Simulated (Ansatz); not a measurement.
Results of PBEsol (plane waves, PAW; Ansatz, an electronic-structure program) for WAlB (Cmcm, No. 63, 6 atoms in the cell; start mp-1070916).

Numerical settings: plane-wave cutoff 520 eV, 18×18×18 k mesh, Fermi–Dirac smearing 0.05 eV, no spin polarisation, scalar-relativistic PAW data made under PBE.

Cell (relaxed at this level):

AlWB is taken in the orthorhombic space group Cmcm (No. 63), Pearson symbol oS12. Conventional cell: a = 3.193 Å, b = 13.913 Å, c = 3.102 Å, α = 90.00°, β = 90.00°, γ = 90.00°. Al on 4c has 1 B at 2.302 Å and 4 Al at 2.629 Å and 4 W at 2.699 Å and 1 W at 2.927 Å. B on 4c is surrounded by 2 B at 1.820 Å and 1 Al at 2.302 Å and 6 W at 2.353–2.357 Å. W on 4c sees 6 B at 2.353–2.357 Å and 4 Al at 2.699 Å and 1 Al at 2.927 Å and 2 W at 2.944 Å and 4 W at 3.102–3.193 Å. (Neighbours: up to the widest gap in distance over summed covalent radii, below 1.35, at either atom; cation-cation and far metal-metal contacts left out.)
(The calculation used a cell of 6 atoms; values per cell refer to that cell.)

Q: Estimate the bulk modulus that the calculation returns.

A: 
bulk modulus: 238 GPa

Note: the run has no spin polarisation, so it can have missed a magnetic state; the bulk modulus is −V dP/dV from two relaxed cells at ±2 % in volume; the relaxation could not lower the start's symmetry, so the cell can be a saddle point above a distorted one.

Spin–orbit coupling is not included; it can open a gap where bands touch, and shift volumes and moduli.

Computed values are for the static lattice.

It cost about 10 core-minutes (a rough figure) of CPU time.

A start named mp-… is a Materials Project structure, which need not be a measured phase.
